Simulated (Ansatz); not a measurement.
## MgO (Pm-3n, No. 223, 12 atoms in the cell; start mp-1101930; a measured phase of this formula has another space group)

Computed with dielectric-dependent PBEsol hybrid in Ansatz (PAW).

Numerical settings: plane-wave cutoff 460 eV, 4×4×4 k mesh, Fermi–Dirac smearing 0.01 eV, scalar-relativistic PAW data made under PBE.

Cell (relaxed with PBEsol):

```cif
data_Mg6O6
_chemical_formula_sum 'Mg6 O6'
_space_group_name_H-M_alt 'Pm-3n'
_space_group_IT_number 223
_space_group_name_Hall '-P 4n 2 3'
_cell_length_a 5.59042
_cell_length_b 5.59042
_cell_length_c 5.59042
_cell_angle_alpha 90.000
_cell_angle_beta 90.000
_cell_angle_gamma 90.000
loop_
_atom_site_label
_atom_site_type_symbol
_atom_site_symmetry_multiplicity
_atom_site_Wyckoff_symbol
_atom_site_fract_x
_atom_site_fract_y
_atom_site_fract_z
_atom_site_occupancy
Mg1 Mg 6 c 0.00000 0.50000 0.25000 1
O1 O 6 d 0.00000 0.25000 0.50000 1
```

```yaml
band_gap: 6.30 eV (on the SCF k mesh) (direct)
```

Note: cell and atoms aren't relaxed at this level (pressure -3.6 GPa).

Static lattice: no zero-point or thermal effects.

A start named mp-… is a Materials Project structure, which need not be a measured phase.

Ansatz is a program for electronic structure.
